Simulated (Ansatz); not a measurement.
Ga2O3 (Cmcm, No. 63, 10 atoms in the cell; start mp-13134; a measured phase of this formula has another space group) was calculated with r²SCAN in Ansatz (plane waves, PAW).

Run with plane-wave cutoff 560 eV, 12×12×6 k mesh (along the axes of the cell as run), Fermi–Dirac smearing 0.01 eV, scalar-relativistic PAW data made under PBE.

Cell (relaxed at this level):

```xyz
10
Lattice="1.3867 -4.6198 0.0000 1.3867 4.6198 0.0000 0.0000 0.0000 7.1972" Properties=species:S:1:pos:R:3 pbc="T T T"
Ga     1.3867     2.3378     1.7993
Ga     1.3867    -2.3378     5.3979
Ga     0.0000     0.0000     3.5986
Ga     0.0000     0.0000     0.0000
O      1.3867     1.2633     6.6498
O      1.3867    -1.2633     0.5474
O      1.3867    -1.2633     3.0512
O      1.3867     1.2633     4.1460
O      1.3867     3.6331     5.3979
O      1.3867    -3.6331     1.7993
```

Problem. Estimate the band gap that the calculation returns.

Solution. 
- band gap: 2.32 eV (on the SCF k mesh)

Note: the relaxation could not lower the start's symmetry, so the cell can be a saddle point above a distorted one.

Spin–orbit coupling is not included.

The result took around 13 core-minutes (rough).

A start named mp-… is a Materials Project structure, which need not be a measured phase.

Ansatz is a quantum-chemistry and plane-wave program.
